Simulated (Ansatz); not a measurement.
Levels about the gap of amorphous Si₂₄O₄₉H₂ (75 atoms in a cell of 1153 Å³, 2.10 g/cm³; zone centre alone, so wide bands show as single levels with stretches between that a denser mesh fills), at the geometry that PBE relaxed, where it gives 2.5 GPa on a denser mesh. The participation number counts the atoms over which a state spreads; weights are charges in smoothed Voronoi cells. The levels come from a single point, so bond lengths are those of that geometry. Method of the levels: PBE, scalar-relativistic without spin-orbit coupling (Ansatz, a program for electronic structure). Sampling: the zone centre alone; Fermi-Dirac width 0.02 eV; no spin polarisation. At PBE the levels at the filled edge of the gap are localised (band-tail or defect states).

It comes from a melt-quench run on a machine-learned potential (CHGNet), relaxed afterwards by DFT. O atoms were pushed apart under 1.9 Å during the dynamics, to hinder bonds among them. The hot cell started wider than the set density and was brought back towards it in steps. It is the lowest in DFT energy of 2 quenches. It is a model cell: composition and starting density were chosen by hand, and all elements were melted together. No dispersion term was used. A short ab initio anneal came between quench and relaxation. Its density started from a set value of 2.10 and ended at 2.10 g/cm³. Cooling (nominally 980 K/ps over its main leg) ran many orders faster than in experiment, which tends to leave more defects and strain. One small periodic cell is one sample of the glass; other quenches scatter about these values. The volume was held where the preparation left it and the shape relaxed, at a PBE pressure of 2.5 GPa. Stress components on the final sampling reach 2.6 GPa.

```csv
"E - E(highest filled), eV",filling,participation number,largest on,weight O,weight Si,weight H
-0.34,filled,21.8,"O, 2 neighbours",0.95,0.04,0.01
-0.28,filled,20.2,"O, 2 neighbours",0.95,0.04,0.01
-0.21,filled,25.9,"O, 2 neighbours",0.96,0.04,0.00
-0.20,filled,12.1,"O, 2 neighbours",0.95,0.04,0.01
-0.15,filled,20.7,"O, 2 neighbours",0.96,0.04,0.01
-0.08,filled,6.4,"O, 2 neighbours",0.93,0.03,0.04
0.00,filled,6.0,"O, 2 neighbours",0.95,0.04,0.01
5.35,empty,66.6,"H, 1 neighbours",0.70,0.25,0.04
6.80,empty,39.6,"H, 1 neighbours",0.65,0.27,0.09
6.99,empty,43.8,"Si, 4 neighbours",0.67,0.32,0.01
7.04,empty,36.4,"Si, 4 neighbours",0.65,0.29,0.06
```

Most localised among these is the filled level at +0.00 eV, on a O atom, which has 2 neighbours (Si 1.67 Å, Si 1.67 Å).
